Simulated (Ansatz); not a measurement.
Effective masses and thermopower of ZnS under load (space group F-43m)

```yaml
crystal:
  lattice:
    - [0.00000, 2.68989, 2.68989]
    - [2.68989, 0.00000, 2.68989]
    - [2.68989, 2.68989, 0.00000]
  atoms:
    - { symbol: Zn, position: [0.00000, 0.00000, 0.00000] }
    - { symbol: S, position: [0.25000, 0.25000, 0.25000] }
```

These are r2SCAN with spin-orbit coupling, rigid bands (plane waves, PAW; Ansatz, a program for electronic structure) values and carry that method's errors. Condition of this run: hydrostatic pressure of -1 GPa (compression positive) (the target of the relaxation). Geometry: cell and atoms relaxed with PBEsol, then loaded as said.

```json
{
  "band_gap": "2.71 eV",
  "electron conductivity mass (300 K, dilute)": "0.21 mₑ",
  "hole conductivity mass (300 K, dilute)": "0.86 mₑ",
  "effective density of states N_c (300 K)": "2.2e18 cm⁻³",
  "effective density of states N_v (300 K)": "5.3e19 cm⁻³",
  "density_of_states_mass_electrons": "0.199 mₑ",
  "density_of_states_mass_holes": "1.64 mₑ",
  "Seebeck coefficient, n-type 1e19 cm⁻³, 300 K": "-116 μV/K",
  "Seebeck coefficient, p-type 1e19 cm⁻³, 300 K": "387 μV/K",
  "best p-type power factor at 300 K for τ = 10 fs (best axis; densities from 1e16 to 1e21 cm⁻³ tried, whether or not they can be reached)": "17.0 μW/(cm·K²) at 3e20 cm⁻³"
}
```

Rigid bands; masses and Seebeck coefficients take one relaxation time τ for all states and one kind of carrier; polarons and phonon drag are left out. Geometry: cell and atoms relaxed with PBEsol.
